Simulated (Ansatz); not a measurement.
Defect: interstitial C in silicon strained by -1.5 % along x and y, z held, neutral cell. Level of theory: PBE, PAW (plane waves to 420 eV; Ansatz, a first-principles code).

64-site cell at the strained lattice (strain from the relaxed PBE one, atoms relaxed), a 2×2×2 k-point mesh shifted by half a step, smearing 0.01 eV, spin-restricted, no finite-size correction. Energies are static. The charge state is imposed; whether it is stable for some Fermi level was not computed. Sites that were not tried may lie lower.

Barriers: single points on a 3×3×3 k-point mesh shifted by half a step at the bands' geometries.

The step: several atoms move together, C the farthest. Atoms about the jump, Cartesian Å from the middle of the jump, before and after:

```csv
atom,x0,y0,z0,x1,y1,z1
C1,0.13,0.69,-0.13,-0.13,-0.69,0.13
Si2,-1.10,-0.53,0.39,-1.88,-0.65,0.15
Si3,0.13,0.70,-1.87,0.35,0.55,-1.11
Si4,0.14,-2.06,1.60,0.36,-1.86,1.42
Si5,1.35,1.92,0.39,1.53,2.09,0.16
Si6,1.50,-0.68,2.92,1.55,-0.62,2.96
Si7,2.88,0.68,1.60,2.85,0.73,1.55
Si8,-2.63,0.71,1.60,-2.80,0.78,1.67
Si9,1.59,-0.77,-2.82,1.56,-0.68,-2.65
Si10,1.46,-3.34,0.15,1.54,-3.39,0.15
Si11,0.11,3.45,1.60,0.12,3.38,1.51
Si12,-1.25,2.07,2.92,-1.21,2.03,2.88
Si13,2.80,-1.98,-1.20,2.85,-2.03,-1.24
Si14,-2.43,-1.86,-1.16,-2.81,-2.07,-1.36
Si15,-1.33,2.16,-2.81,-1.17,1.90,-2.45
Si16,0.13,0.69,4.23,0.13,0.69,4.27
Si17,4.16,-0.64,0.15,4.14,-0.65,0.15
```

Question: Give the saddle-point geometry and the barrier.

Answer: 
```
atom      x      y      z
----  -----  -----  -----
C1     0.22  -0.05   0.38
Si2   -1.56  -0.52   0.28
Si3    0.29   0.56  -1.40
Si4    0.35  -1.72   1.34
Si5    1.35   1.83   0.27
Si6    1.58  -0.64   2.99
Si7    2.90   0.70   1.59
Si8   -2.80   0.82   1.65
Si9    1.57  -0.76  -2.76
Si10   1.48  -3.33   0.10
Si11   0.09   3.36   1.50
Si12  -1.25   2.06   2.91
Si13   2.86  -2.02  -1.26
Si14  -2.58  -1.98  -1.25
Si15  -1.22   1.99  -2.55
Si16   0.13   0.70   4.24
Si17   4.16  -0.65   0.15
```
It lies 0.49 eV above the start and 0.29 eV above the end. The saddle point's order was not checked.
